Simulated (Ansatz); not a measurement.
The starting structures come from a database of crystals and need not be the phases stable at ambient conditions.

The decay constant κ of evanescent states in the gap governs leakage through a thin film.

Consider the following.

```
CdSr2WO6
1.0
    8.19643     0.00000     0.00000
    4.00657     9.11146     0.00000
   -4.00651    -1.84243     3.65957
Sr Cd W O
4 2 2 12
Direct
  0.04447   0.24842   0.80249
  0.95553   0.75158   0.19751
  0.54447   0.25158   0.78645
  0.45553   0.74842   0.21355
  0.00000   0.50000   0.50000
  0.50000   0.00000   0.00000
  0.50000   0.50000   0.50000
  0.00000   0.00000   0.00000
  0.76845   0.45226   0.90341
  0.23155   0.54774   0.09659
  0.26845   0.04774   0.13349
  0.73155   0.95226   0.86651
  0.31331   0.46085   0.54497
  0.68669   0.53915   0.45503
  0.81331   0.03915   0.58165
  0.18669   0.96085   0.41835
  0.97244   0.22822   0.28333
  0.02756   0.77178   0.71667
  0.47244   0.27178   0.16155
  0.52756   0.72822   0.83845
```

Space group of this cell: P2_1/c. The cell is taken as given; by PBEsol its mean pressure is -1.6 GPa.

Transport runs along the normal of the first two printed cell vectors.

The gap is the functional's own, uncorrected, and κ follows it; spin-orbit coupling is left out. Mid-gap values are interpolated between the computed energies.

**Question.** Estimate the band gap and the smallest decay constant κ at mid-gap that PBEsol in Ansatz (an electronic-structure program) returns for this system.

**Answer.** Gap 3.19 eV on a 8×4×8 mesh; κ = 0.339 1/Å, at (0.500, 0.000) of the in-plane reciprocal vectors. At the zone centre, at the nearest computed energy, the slowest state has κ = 0.37 1/Å.
